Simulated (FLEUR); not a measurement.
Input and output of a self-consistent single point for AlN (F-43m, 2 atoms in the cell) (FLEUR).

Level of theory: LDA (Perdew-Zunger), all-electron FLAPW (FLEUR), scalar-relativistic valence run with FLEUR.

```
CELL_PARAMETERS angstrom
      0.00000     2.19382     2.19382
      2.19382     0.00000     2.19382
      2.19382     2.19382     0.00000
ATOMIC_POSITIONS crystal
  Al 0.00000 0.00000 0.00000
  N  0.75000 0.75000 0.75000
```

Reference input (self-consistent single point, DFT, PBE, all-electron FLAPW (FLEUR), scalar-relativistic valence): Kmax = 4.5 1/bohr; GmaxXC = 15.8 1/bohr; xcFunctional = pbe; jspins = 1; l_soc = F; mode = hist; fermiSmearingEnergy = 0.00183747 Htr; mesh (inpgen div1-3) = 9 9 9; inpgen gamma flag = false; Gmax = 15.8 1/bohr; numbands = 0; maxIterBroyd = 15. This run's input differs from it in these lines:

```diff
@@ -14,2 +14,3 @@
 &comp jspins=1 /
+&exco xctyp='pz' /
 &kpt div1=9 div2=9 div3=9 /
@@ -26,3 +27,3 @@
       <coreElectrons ctail="T" frcor="F" kcrel="0" coretail_lmax="0"/>
-      <xcFunctional name="pbe" relativisticCorrections="F"/>
+      <xcFunctional name="pz" relativisticCorrections="F"/>
       <magnetism jspins="1"/>
```

The program printed (abridged):

```
 Iteration:     1   Distance:      27.43167125 me/bohr^3
 Iteration:     2   Distance:      23.73585890 me/bohr^3
 Iteration:     3   Distance:       8.46457015 me/bohr^3
 Iteration:     4   Distance:       4.98568241 me/bohr^3
 Iteration:     5   Distance:       0.70815436 me/bohr^3
   [... 4 lines left out ...]
 Iteration:    10   Distance:       0.00063708 me/bohr^3
 Iteration:    11   Distance:       0.00082048 me/bohr^3
 Iteration:    12   Distance:       0.00002311 me/bohr^3
 Iteration:    13   Distance:       0.00000375 me/bohr^3
 Run finished successfully
 Stop message:
   Structural relaxation: Done

[file out, last iteration]
             iter=     14
[...]
          total density-effective poten   -4.5132068671E+02
          total charge density-energy d   -2.4286256969E+01
 Updated energy parameters for spin:           1
[...]
 fermi energy and band-weighting factors:

[...]
FERMIE:
          first approx. to ef    (T=0)  :   0.226694 htr   (energy of the highest occ. eigenvalue)
          number of occ. states  (T=0)  :        220
          first approx. to seigv (T=0)  :   0.346420 htr
          sum of weights of occ. states :   4.000000
          sum of semicore charge        :   0.000000 e
FERHIS:  Fermi-Energy by histogram:
          bandgap                     :   0.125710 htr
   [... lines left out ...]
          charge neutrality (T=0)     :   0.000000    (zero if the highest occ. eigenvalue is "entirely" occupied)
 Direct bandgap for spin            1 :   0.15142813427214777       Htr
 ---->    free energy=                      -296.4158166988 htr
   [... lines left out ...]
      extrapolation for T->0
 ---->    total electron energy=            -296.4158166988 htr
 ***** TOTAL FORCES ON ATOMS *****
 TOTAL FORCE FOR ATOM TYPE=  1  X=  0.000   Y=  0.000   Z=  0.000
                       FX_TOT= 0.000000 FY_TOT= 0.000000 FZ_TOT= 0.000000
 TOTAL FORCE FOR ATOM TYPE=  2  X= -2.073   Y= -2.073   Z= -2.073
                       FX_TOT= 0.000000 FY_TOT= 0.000000 FZ_TOT= 0.000000
 Structural relaxation: Done
```

The run converged in 13 iterations. FLEUR gives forces in its relaxation mode, with a further iteration, so its stop message speaks of a relaxation. Against the reference run the gap on the mesh goes from 3.509 to 3.421 eV.

The starting cell comes from a database of computed structures (which also holds hypothetical and non-ambient phases and stackings), without a prior relaxation at this level. Its lattice was rescaled by a random factor within 2.5 % of one. Values depend on the basis (sphere radii, cutoffs, local orbitals), which need not be converged.
